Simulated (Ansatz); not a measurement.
bcc V (0 0 1) on zinc-blende AlAs (0 0 1) (film strained to the substrate, started from cuts of the bulks and a machine-learned relaxation; slabs Al5As6 and V16, which can lie off the formulas)

A periodic stack without vacuum, bcc V (0 0 1) on zinc-blende AlAs (0 0 1) (film strained to the substrate, started from cuts of the bulks and a machine-learned relaxation; slabs Al5As6 and V16, which can lie off the formulas): substrate slab Al5As6, film V16, surface cells [[1, 0], [1, 1]] and [[-1, 1], [-1, -1]], film strained by -4.4 and -4.4 %, outermost planes As/As and V/V as cut, which need not be the usual terminations and can put a slab off its formula.

The start was prepared with a machine-learned potential, and the result is one local minimum, with the in-plane cell held and forces under 0.04 eV/Å; the film can end far from its bulk form.

Level of theory: PBE (plane waves to 420 eV, PAW; Ansatz, a quantum-chemistry and plane-wave program). No spin–orbit coupling; the runs are not spin-polarised; PBE gaps are too small against experiment. Its k-point mesh 8×8×1, Fermi–Dirac width 0.05 eV.

```
Quantity                                                                                  Result
-------------------------------------------------------------------------------  ---------------
interface area                                                                           16.4 Å²
period                                                                                   28.58 Å
heights between the nearest atoms of the two slabs at the two interfaces         1.64 and 1.64 Å
As–V contacts across the interfaces within 1.22 times the sum of covalent radii  10, mean 2.73 Å
Al–V contacts across the interfaces within 1.22 times the sum of covalent radii   2, mean 3.11 Å
hole barrier (PBE)                                                                       1.14 eV
electron barrier (PBE)                                                                   0.36 eV
```

```yaml
crystal:
  lattice:
    - [4.04994, -0.00056, -0.09239]
    - [-0.00062, 4.05031, -0.06572]
    - [0.68819, -1.47203, 28.59453]
  atoms:
    - { symbol: Al, position: [0.81913, 0.17174, 0.17984] }
    - { symbol: Al, position: [0.31884, 0.62518, 0.08040] }
    - { symbol: Al, position: [0.81709, 0.26765, 0.38031] }
    - { symbol: Al, position: [0.31816, 0.71950, 0.28008] }
    - { symbol: Al, position: [0.31588, 0.81481, 0.47977] }
    - { symbol: As, position: [0.81866, 0.64775, 0.12971] }
    - { symbol: As, position: [0.31951, 0.10054, 0.02902] }
    - { symbol: As, position: [0.81773, 0.74363, 0.33019] }
    - { symbol: As, position: [0.31868, 0.19551, 0.22996] }
    - { symbol: As, position: [0.81535, 0.84884, 0.53109] }
    - { symbol: As, position: [0.31664, 0.29142, 0.43044] }
    - { symbol: V, position: [0.30274, 0.43360, 0.64337] }
    - { symbol: V, position: [0.80161, 0.93933, 0.64371] }
    - { symbol: V, position: [0.31503, 0.86577, 0.58858] }
    - { symbol: V, position: [0.81490, 0.37208, 0.58850] }
    - { symbol: V, position: [0.28988, 0.51904, 0.75262] }
    - { symbol: V, position: [0.78936, 0.02017, 0.75197] }
    - { symbol: V, position: [0.29498, 0.98181, 0.69719] }
    - { symbol: V, position: [0.79497, 0.48267, 0.69661] }
    - { symbol: V, position: [0.29343, 0.56330, 0.86299] }
    - { symbol: V, position: [0.79295, 0.06427, 0.86366] }
    - { symbol: V, position: [0.28789, 0.04612, 0.80813] }
    - { symbol: V, position: [0.78871, 0.54566, 0.80741] }
    - { symbol: V, position: [0.32405, 0.57284, 0.97167] }
    - { symbol: V, position: [0.82145, 0.07234, 0.97158] }
    - { symbol: V, position: [0.30138, 0.07700, 0.91622] }
    - { symbol: V, position: [0.80371, 0.57456, 0.91689] }
```
